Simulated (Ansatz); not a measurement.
An Ansatz (a quantum-chemistry and plane-wave program) run: MoSi2 with a change (uniaxial strain ε_zz = +3.00 %); PBE/PAW in Ansatz, without spin-orbit coupling.

Input:

Ansatz 0.2 input:
```yaml
crystal:
  lattice:
    - [-1.608386339, 1.608386339, 4.0554052928]
    - [1.608386339, -1.608386339, 4.0554052928]
    - [1.608386339, 1.608386339, -4.0554052928]
  atoms:
    - { symbol: Si, position: [0.6649238322, 0.6649238322, 0] }
    - { symbol: Si, position: [0.3350761678, 0.3350761678, 0] }
    - { symbol: Mo, position: [0, 0, 0] }
basis: { ecutwfc: 420, ecutrho_ratio: 4, xc_grid: 2, fft_grid_basis: typed }
kpoints: { mp_grid: { grid: [25, 25, 25] } }
hamiltonian:
  xc: pbe
  dispersion: none
  pseudopotentials: { kind: paw }
scf: { occupations: { method: fermi_dirac, width: 0.1 }, convergence: { dr2_threshold: 0.0000000003 } }
relax: { f_tol: 0.005, max_steps: 50 }
output: { forces: true, stress: true }
checkpoint: { write: state.ck, write_every: 1000 }
```

Output (explanatory and most iteration lines left out):

```
Relaxation: its limit of steps is 50 (relax.max_steps)
Pseudopotential: Si, paw, valence charge 4
Pseudopotential: Mo, paw, valence charge 14
Crystal: 3 atoms, lattice volume = 41.964 Å³
Basis set: ecut = 420 eV, 809 PW (Γ), exchange–correlation on 64×64×64 points (8 copies of the dense FFT grid, shifted against one another)
Bands: 15, of which v1, the nominal top of the filled ones, is band 11 counted from 1 (10 counted from 0)
Symmetry: 16 space group operations
Space group: I4/mmm (ITA 139), of the structure as read, at distance tolerance 3.5e-5 Å
k-points: 1183 of 15625
Functional: x = pbe(κ = 0.804, μ = 0.2195149727645171), c = pbe(β = 0.06672455060314922)
SCF iter   1: F=—  HF=-6229.079319 eV  |F-HF|=—  |Δ(HF+E_count)|=         —  Δρ=4.44e-3  dr2=8.25e-3  ethr=1.77e-3  ⟨swp⟩=5.1  Hψ=100148  notcnv=0
SCF iter   2: F=—  HF=-6229.078493 eV  |F-HF|=—  |Δ(HF+E_count)|=   8.26e-4  Δρ=2.24e-3  dr2=1.83e-3  ethr=3.75e-5  ⟨swp⟩=1.2  Hψ=27652  notcnv=0
SCF 1 converged in 7 iterations: F = -6229.078231 eV  dr2 = 9.04e-11
relax step   1: F+E_penalty+E_count = -6229.07823143 eV  Δ(F+E_penalty+E_count) = +0.000e0 eV  max|allowed force component| = 1.055e-1 eV/Å  Δτ_max = 0.0000 Å  (7 SCF iters, accepted)
Crystal: 3 atoms, lattice volume = 41.964 Å³
SCF iter   1: F=—  HF=-6229.079005 eV  |F-HF|=—  |Δ(HF+E_count)|=         —  Δρ=5.00e-4  dr2=2.31e-4  ethr=1.05e-6  ⟨swp⟩=2.1  Hψ=68721  notcnv=0
SCF iter   2: F=—  HF=-6229.078968 eV  |F-HF|=—  |Δ(HF+E_count)|=   3.70e-5  Δρ=2.41e-4  dr2=4.57e-5  ethr=1.05e-6  ⟨swp⟩=1.4  Hψ=18980  notcnv=0
SCF 2 converged in 6 iterations: F = -6229.078953 eV  dr2 = 5.21e-11
relax step   2: F+E_penalty+E_count = -6229.07895301 eV  Δ(F+E_penalty+E_count) = -7.216e-4 eV  max|allowed force component| = 2.002e-2 eV/Å  Δτ_max = 0.0057 Å  (6 SCF iters, accepted)
Crystal: 3 atoms, lattice volume = 41.964 Å³
SCF iter   1: F=—  HF=-6229.078983 eV  |F-HF|=—  |Δ(HF+E_count)|=         —  Δρ=1.16e-4  dr2=1.25e-5  ethr=5.74e-7  ⟨swp⟩=2.2  Hψ=44729  notcnv=0
SCF iter   2: F=—  HF=-6229.078980 eV  |F-HF|=—  |Δ(HF+E_count)|=   2.86e-6  Δρ=5.60e-5  dr2=2.44e-6  ethr=5.70e-8  ⟨swp⟩=1.0  Hψ=27209  notcnv=0
SCF 3 converged in 5 iterations: F = -6229.078980 eV  dr2 = 1.27e-10
relax step   3: F+E_penalty+E_count = -6229.07897973 eV  Δ(F+E_penalty+E_count) = -2.672e-5 eV  max|allowed force component| = 1.100e-4 eV/Å  Δτ_max = 0.0013 Å  (5 SCF iters, accepted)
SCF converged after 5 iterations
Free energy (F): -6229.078980 eV
Internal energy: -6229.065741 eV  (E = F + TS)
E sigma→0 (E₀):  -6229.072360 eV
Entropy (-TS):   -0.013239 eV (-4.413 meV/atom)
Fermi energy:    15.247885 eV
--- Forces (eV/Å), atoms counted from 1 ---
  atom   1  Si    -0.00000000    -0.00000000     0.00010996
  atom   2  Si     0.00000000     0.00000000    -0.00010996
  atom   3  Mo    -0.00000000     0.00000000     0.00000000
--- Stress (GPa, compression-positive) ---
       -2.430291       0.000000       0.000000
        0.000000      -2.430291       0.000000
        0.000000       0.000000     -12.660395
  P = ⅓ Tr σ = -5.8403 GPa (-58.403 kbar)
--- Relaxed structure (3 steps of the walk, 3 accepted, 0 SCFs on fresh bases) ---
  atoms:
    - { symbol: Si, position: [0.664050848611188, 0.664050848611188, 4.7554183493660905e-35] }
    - { symbol: Si, position: [0.3359491513888119, 0.3359491513888119, -6.283388835391918e-35] }
    - { symbol: Mo, position: [1.1499733059140301e-35, -1.9089875325149164e-36, 1.5279704860258268e-35] }
```

No phonon test of stability was made. All final runs are without spin polarisation. The cell was made from MoSi2 (space group I4/mmm, No. 139) by this change: uniaxial strain ε_zz = +3.00 %.
